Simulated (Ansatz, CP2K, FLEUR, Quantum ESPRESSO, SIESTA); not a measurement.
**Code comparison for HfO2 (P4_2/nmc, 6 atoms in the cell)**

Self-consistent single point.

```xyz
6
Lattice="3.5249 0.0000 0.0000 0.0000 3.5249 0.0000 0.0000 0.0000 5.1238" Properties=species:S:1:pos:R:3 pbc="T T T"
Hf     1.7625     1.7625     2.5619
Hf     0.0000     0.0000     0.0000
O      0.0000     1.7625     3.5723
O      0.0000     1.7625     1.0105
O      1.7625     0.0000     4.1133
O      1.7625     0.0000     1.5514
```

Shared settings, as Ansatz (a quantum-chemistry and plane-wave program) writes them: kpoints.mp_grid.grid = 8 8 5; scf.occupations.method = fermi_dirac; scf.occupations.width = 0.01 eV. Potentials and cutoffs stand in the table.

```json
[
 {"code": "CP2K", "model": "LDA (Pade form), GPW, DZVP-MOLOPT-SR-GTH basis, GTH-PADE potentials (GTH_POTENTIALS)", "pressure (GPa)": "-7.05", "largest force (eV/Å)": "0.008", "gap on the mesh (eV)": "4.585", "cutoff": "grid 500 Ry"},
 {"code": "FLEUR", "model": "LDA (Perdew-Zunger), all-electron FLAPW (FLEUR), scalar-relativistic valence", "pressure (GPa)": "–", "largest force (eV/Å)": "0.167", "gap on the mesh (eV)": "4.709", "cutoff": "Kmax 4.6 1/bohr"},
 {"code": "Ansatz", "model": "LDA (PW92), default PAW files made with PBE", "pressure (GPa)": "1.61", "largest force (eV/Å)": "0.181", "gap on the mesh (eV)": "4.667", "cutoff": "default"},
 {"code": "Quantum ESPRESSO", "model": "LDA (PZ), GBRV 1.5 ultrasoft (LDA) pseudopotentials", "pressure (GPa)": "0.92", "largest force (eV/Å)": "0.208", "gap on the mesh (eV)": "4.689", "cutoff": "40 Ry"},
 {"code": "SIESTA", "model": "LDA PW92, numerical atomic orbitals DZP, PseudoDojo LDA standard norm-conserving potentials (rewritten from UPF to PSML)", "pressure (GPa)": "2.81", "largest force (eV/Å)": "0.412", "gap on the mesh (eV)": "4.499", "cutoff": "grid 400 Ry"}
]
```

A dash marks a value that a program does not give, or that is left out as unsure.

Gaps are read on the mesh.

On Ansatz's run: spin-orbit coupling is off.

The spread over the programs that give each value: pressure within 9.86 GPa; largest force within 0.404 eV/Å; gap on the mesh within 0.210 eV.

CP2K and SIESTA use small atom-centred bases, whose incompleteness enters pressures, forces and empty levels differently from a plane-wave cutoff. FLEUR treats all electrons, but the usual bases taken here (sphere radii, linearisation, local orbitals, empty states) were not tested for convergence, so the values are no reference for the others. Ansatz's pressure is given at a fixed set of plane waves, as the other plane-wave codes print theirs; with its correction for the finite basis it is 2.69 GPa (the shift of 1.08 GPa shows how far the cutoff is from converged). The same LDA comes in different parametrisations, which differ slightly. In the pressure, CP2K (by 8.31) and SIESTA (by 1.55) lie more than 1 GPa from the median of the plane-wave programs. In the gap, SIESTA (by 0.179) lies more than 0.12 eV from the median of the plane-wave programs. In the force vectors, CP2K (by 0.187) and SIESTA (by 0.217) lie more than 0.08 eV/Å from the median of the plane-wave programs.

The starting cell comes from a database of computed structures (which also holds hypothetical and non-ambient phases and stackings), without a prior relaxation at this level. Its lattice was rescaled by a random factor within 2.5 % of one.

Keys are those of Ansatz 0.2.
